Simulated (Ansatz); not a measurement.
# Ti3Al, element substitutions

Take Ti₃Al (space group P6_3/mmc, No. 194) as the base.

```cif
data_Al2Ti6
_chemical_formula_sum 'Ti6 Al2'
_space_group_name_H-M_alt 'P 1'
_space_group_IT_number 1
_cell_length_a 5.68760
_cell_length_b 5.68760
_cell_length_c 4.60837
_cell_angle_alpha 90.000
_cell_angle_beta 90.000
_cell_angle_gamma 120.000
loop_
_space_group_symop_operation_xyz
  'x, y, z'
loop_
_atom_site_label
_atom_site_type_symbol
_atom_site_fract_x
_atom_site_fract_y
_atom_site_fract_z
_atom_site_occupancy
Ti1 Ti 0.83032 0.66064 0.25000 1
Ti2 Ti 0.16968 0.83032 0.75000 1
Ti3 Ti 0.33936 0.16968 0.25000 1
Ti4 Ti 0.16968 0.33936 0.75000 1
Ti5 Ti 0.83032 0.16968 0.25000 1
Ti6 Ti 0.66064 0.83032 0.75000 1
Al1 Al 0.33333 0.66667 0.25000 1
Al2 Al 0.66667 0.33333 0.75000 1
```

Each row replaces one element on all its sites; cell and atoms are relaxed.

All numbers come from PBEsol (Ansatz, an electronic-structure program, PAW, no spin-orbit coupling).

```
change   volume per atom  c/a ratio
-------  ---------------  ---------
base            16.14 Å³      0.810
Al → Mg         17.42 Å³      0.803
Al → Ga                ?          ?
Al → Y          19.93 Å³      0.762
```

Complete the table.


- Al → Ga, volume per atom: 15.72 Å³
- Al → Ga, c/a ratio: 0.817

Stability against distortions was not tested. As relaxed here, YTi3 is a hypothetical phase, not in the database extracts checked. For MgTi3 in this form, whether it has been made was not checked. The final runs are not spin-polarised. MgTi3 has a high density of states at the Fermi level and may be magnetic at this level.
